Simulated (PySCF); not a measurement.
PySCF 2.14.0, B3LYP/def2-svp, df: Cr(O)(NH)(OH)(OSiH3) ([NH]=[Cr](=[O])([OH])[O][SiH3]), 11 atoms. The geometry is a generated start, not checked to be a minimum at this level.

| Item | Result |
|---|---|
| task | energy |
| method | b3lyp |
| basis | def2-svp |
| two-electron scheme | density fitting |
| mol.max_memory | 3000 MB |
| mf.max_cycle | 100 |
| mf.conv_tol | 1e-09 (default) |
| mf.grids.level | 3 (default) |
| basis functions | 130 |
| grid points | 145272 |

```xyz
11

Cr    -0.5850     0.9618    -0.2984
O     -0.0068     2.2907     0.2734
N     -0.3589     0.8953    -1.9171
H     -0.1353     1.1419    -2.8704
O     -2.2300     0.7695     0.0340
H     -3.1779     0.8472     0.1395
O      0.3342    -0.3475     0.3296
Si     1.3555    -1.4304     0.9614
H      1.5062    -1.1091     2.3869
H      2.6055    -1.2941     0.2066
H      0.6924    -2.7252     0.7546
```

Charge 0 and multiplicity 1 are set for this test and not shown to be the ground state.

With the defaults (mf.DIIS = CDIIS, mf.diis_space = 8, mf.diis = true, mf.damp = 0, mf.diis_start_cycle = 1, mf.level_shift = 0, mf.init_guess = minao) it converges in 17 Fock builds. One run each on 2 threads, 1 BLAS thread, with these changes:
- mf.diis_space = 12
- mf.init_guess = atom
- mf.diis = false
- mf.init_guess = huckel
- mf.diis_space = 3
- mf.DIIS = EDIIS
- mf.diis = false, mf.damp = 0.7, mf.diis_start_cycle = 999
- mf.level_shift = 0.1 Hartree
- mf.level_shift = 0.3 Hartree

Name the settings that don't reach the solution of the defaults.

No convergence: mf.DIIS = EDIIS; mf.diis_space = 3; mf.diis = false; mf.diis = false, mf.damp = 0.7, mf.diis_start_cycle = 999 (the run ends without SCF convergence in 100 cycles). The rest reach the solution of the defaults.

```
setting                                                    Fock builds             end
---------------------------------------------------------  -----------  --------------
the defaults                                                        17   same solution
mf.diis_space = 12                                                  17   same solution
mf.level_shift = 0.1 Hartree                                        19   same solution
mf.init_guess = atom                                                20   same solution
mf.level_shift = 0.3 Hartree                                        23   same solution
mf.init_guess = huckel                                              23   same solution
mf.DIIS = EDIIS                                                    101  no convergence
mf.diis_space = 3                                                  101  no convergence
mf.diis = false                                                    101  no convergence
mf.diis = false, mf.damp = 0.7, mf.diis_start_cycle = 999          101  no convergence
```
